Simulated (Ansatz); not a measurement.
We consider zinc-blende BeS, described by PBE0 (PAW; Ansatz, a quantum-chemistry and plane-wave program).

Input:

Ansatz 0.2 input:
```yaml
crystal:
  lattice:
    - [0.0, 2.4342875106, 2.4342875106]
    - [2.4342875106, 0.0, 2.4342875106]
    - [2.4342875106, 2.4342875106, 0.0]
  atoms:
    - { symbol: Be, position: [0.0, 0.0, 0.0] }
    - { symbol: S, position: [0.75, 0.75, 0.75] }
kpoints:
  mp_grid: { grid: [8, 8, 8] }
hamiltonian:
  xc: pbe0
  pseudopotentials: { kind: paw }
  dispersion: none
scf:
  occupations: { method: gaussian, width: 0.02 }
output:
  forces: true
  stress: true
  eigenvalues: true
basis:
  ecutwfc: 500
  ecutrho_ratio: 4
  xc_grid: 2
magnetization:
  spin_polarized: false
```

Output (set-up and result lines):

```
WARN output.stress: scf.convergence.dr2_threshold = 1e-7 eV (the SCF's general default) is looser than the 2e-10 eV advised for a printed stress (1e-10 eV for …
WARN output.stress: scf.exx.energy_threshold = 1e-6 eV is looser than the 2e-8 eV advised for a stress under a hybrid functional (1e-8 eV for each atom of the …
Crystal: 2 atoms, lattice volume = 28.850 Å³
Basis set: ecut = 500 eV, 725 PW (Γ), exchange–correlation on 54×54×54 points (8 copies of the dense FFT grid, shifted against one another)
Bands: 8, of which v1, the nominal top of the filled ones, is band 4 counted from 1 (3 counted from 0)
Symmetry: 24 space group operations
Space group: F-43m (ITA 216), of the structure as read, at distance tolerance 3.1e-5 Å
k-points: 29 of 512 (time reversal used)
Functional: x = pbe(κ = 0.804, μ = 0.2195149727645171), c = pbe(β = 0.06672455060314922), warm-up for x = 0.75 pbe(κ = 0.804, μ = 0.2195149727645171) + 0.25 exact, c = pbe(β = 0.06672455060314922)
SCF iter   1: F=—  HF=-996.962306 eV  |F-HF|=—  |Δ(HF+E_count)|=         —  Δρ=9.60e-4  dr2=2.72e-4
SCF iter   2: F=-996.961920 eV  HF=-996.961862 eV  |F-HF|=5.78e-5  |Δ(HF+E_count)|=   4.43e-4  Δρ=3.30e-4  dr2=2.32e-5
Crystal: 2 atoms, lattice volume = 28.850 Å³
Initial density: handed on by an earlier stage of this run
Functional: x = 0.75 pbe(κ = 0.804, μ = 0.2195149727645171) + 0.25 exact, c = pbe(β = 0.06672455060314922)
  ...
Crystal: 2 atoms, lattice volume = 28.850 Å³
SCF iter   1: F=—  HF=-998.014422 eV  |F-HF|=—  |Δ(HF+E_count)|=         —  Δρ=3.13e-5  dr2=3.43e-7
SCF iter   2: F=-998.014422 eV  HF=-998.014422 eV  |F-HF|=1.42e-9  |Δ(HF+E_count)|=   8.44e-8  Δρ=7.92e-6  dr2=6.92e-9
SCF 3 converged in 2 iterations: F = -998.014422 eV  dr2 = 6.92e-9
Free energy (F): -998.014422 eV
Internal energy: -998.014422 eV  (E = F + TS)
E sigma→0 (E₀):  -998.014422 eV
Fermi energy:    6.588799 eV
--- Stress (GPa, compression-positive) ---
       -0.968029       0.000000      -0.000000
        0.000000      -0.968029       0.000000
       -0.000000       0.000000      -0.968029
  P = ⅓ Tr σ = -0.9680 GPa (-9.680 kbar)
```

The PAW data were made under PBE.

Note: cell and atoms aren't relaxed at this level (pressure -1.0 GPa).

The result took very roughly 40 core-seconds.
